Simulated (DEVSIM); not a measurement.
System: Ti/Si3N4/p-Si capacitor, at 400 K.

Layer 1 from the left is Si3N4, thickness (nm) 27.0. Layer 2 from the left is Si, thickness (nm) 3700, Na (cm⁻³) 2.4e16.

Metal gate on the left, work function 4.33 eV. Fixed charge at the semiconductor interface 0 cm⁻² (in units of +e); interface traps 1.4e11 cm⁻² eV⁻¹, uniform in energy, neutral level at 0.5 of the gap above the valence band.

Constants are typed, rounded textbook-type inputs, not results; the design itself was drawn at random and stands for no fabricated device. Values at 300 K; Nc and Nv go as T^1.5, mobilities as T to minus their exponent, the gap by Varshni's rule with the affinity fixed.

Si3N4: gap (eV) 5.1, affinity (eV) 2.1, permittivity 7.5. Si: gap (eV) 1.124, affinity (eV) 4.05, permittivity 11.7, Nc (cm⁻³) 2.86e19, Nv (cm⁻³) 3.1e19, Varshni α (eV/K) 0.000473, Varshni β (K) 636.

Model (solved in DEVSIM): 1D Poisson equation in equilibrium, Boltzmann statistics, complete ionisation; no quantum confinement or tunnelling. Metal contacts follow the ideal Schottky-Mott rule: no Fermi-level pinning, no interface dipoles.

Problem. What does the simulation give for the flat-band voltage, the minimum of the low-frequency capacitance?

Solution. flat-band voltage -0.58 V; minimum of the low-frequency capacitance 0.0680 μF/cm².
